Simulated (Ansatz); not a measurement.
Base system: WS$_{2}$ (space group P6_3/mmc, No. 194; a = 3.1541 Å, c = 12.1408 Å; layered, stacked along the Cartesian z axis). Axes: x lies along a and z along c of the hexagonal cell.

Computed with PBE-D3(BJ) (Ansatz, a program for electronic structure; PAW; 420 eV plane waves; no spin-orbit coupling).

It is then changed as follows: compressive biaxial strain of 2.40 % in the plane normal to [001], as in epitaxy on a mismatched substrate; the out-of-plane cell vector and the atoms relax.

Q: Predict the new ratio −ε⊥/ε∥ and in-plane stress.

A: The ratio −ε⊥/ε∥ amounts to 0.33; the mean in-plane stress (compression positive) is +7.9 GPa.

No phonon test of stability was made.
